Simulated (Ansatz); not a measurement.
**zinc-blende GaSb (1 1 1) on diamond (1 1 1) (film strained to the substrate, started from cuts of the bulks and a machine-learned relaxation; metallic at this level, with no gap by band count; slabs C42 and Ga4Sb4, which can lie off the formulas)**

A periodic stack without vacuum, zinc-blende GaSb (1 1 1) on diamond (1 1 1) (film strained to the substrate, started from cuts of the bulks and a machine-learned relaxation; metallic at this level, with no gap by band count; slabs C42 and Ga4Sb4, which can lie off the formulas): substrate slab C42, film Ga4Sb4, surface cells [[1, 1], [-2, 1]] and [[0, -1], [1, 0]], film strained by -0.4 and -0.4 %, outermost planes C/C and Ga/Sb as cut, which need not be the usual terminations and can put a slab off its formula.

The start was prepared with a machine-learned potential, and the result is one local minimum, with the in-plane cell held and forces under 0.04 eV/Å; the film can end far from its bulk form.

The numbers are results of PBE (plane waves to 420 eV, PAW; Ansatz, an electronic-structure program), not measurements. Spin–orbit coupling is left out. Its k-point mesh 6×6×1, Fermi–Dirac width 0.05 eV.

interface area: 16.6 Å²
period: 30.10 Å
heights between the nearest atoms of the two slabs at the two interfaces: 1.88 and 1.46 Å
C–Sb contacts across the interfaces within 1.22 times the sum of covalent radii: 3, mean 2.20 Å
C–Ga contacts across the interfaces within 1.22 times the sum of covalent radii: 1, mean 2.03 Å
two interfaces: unlike, so that offsets are their mean
spin-polarised check at this geometry: falls back to no moment

```xyz
50
Lattice="4.3722 -0.0020 -0.1323 -2.1876 3.7877 -0.0389 0.7474 -0.5014 30.1138" Properties=species:S:1:pos:R:3 pbc="T T T"
C      0.2876     2.5933     1.1760
C     -1.0375     3.3312     1.2311
C      2.4999     0.3248     1.2070
C      0.5900     2.1889     2.6581
C     -1.5213     3.3997     2.6860
C      2.7838     0.8343     2.6267
C      2.0879     2.1514     3.0736
C     -0.0915     3.4195     3.2816
C     -0.0950     0.8917     3.1743
C      2.1385     2.1921     4.6638
C     -0.0456     3.4577     4.7617
C     -0.0457     0.9317     4.7646
C     -0.7632     2.2023     5.2888
C      1.4334     3.4700     5.1871
C      1.4235     0.9513     5.2581
C     -0.7162     2.2456     6.8352
C      1.4786     3.5122     6.7336
C      1.4704     0.9927     6.8038
C      0.7599     2.2648     7.3058
C     -1.4261     3.5272     7.3373
C      2.9452     1.0006     7.2748
C      0.8063     2.3069     8.8512
C     -1.3796     3.5692     8.8832
C      2.9917     1.0426     8.8202
C      2.2797     2.3205     9.3262
C      0.0937     3.5812     9.3526
C      0.0913     1.0589     9.4211
C      2.3259     2.3622    10.8785
C      0.1398     3.6237    10.8952
C      0.1381     1.1008    10.9640
C     -0.5653     2.3797    11.4768
C      1.6104     3.6476    11.3745
C      1.6050     1.1015    11.4299
C     -0.5094     2.4341    13.0351
C      1.6646     3.7033    12.9303
C      1.6522     1.1435    12.9598
C      0.9889     2.4296    13.4878
C     -1.2383     3.6978    13.5493
C      3.1067     1.1989    13.4571
C      1.6687     2.4808    14.8631
C     -1.4237     3.3153    15.0838
C      2.8363     1.7878    14.8501
Ga     1.2996     0.1561    16.9743
Ga     3.6030     1.3883    20.5014
Ga     1.5306     2.7928    24.0987
Ga     3.8263    -0.8952    27.1402
Sb     3.5146     1.4193    17.8424
Sb     1.4435     2.6782    21.4495
Sb     1.5733     0.3066    25.3758
Sb     1.8306     0.5940    29.8480
```
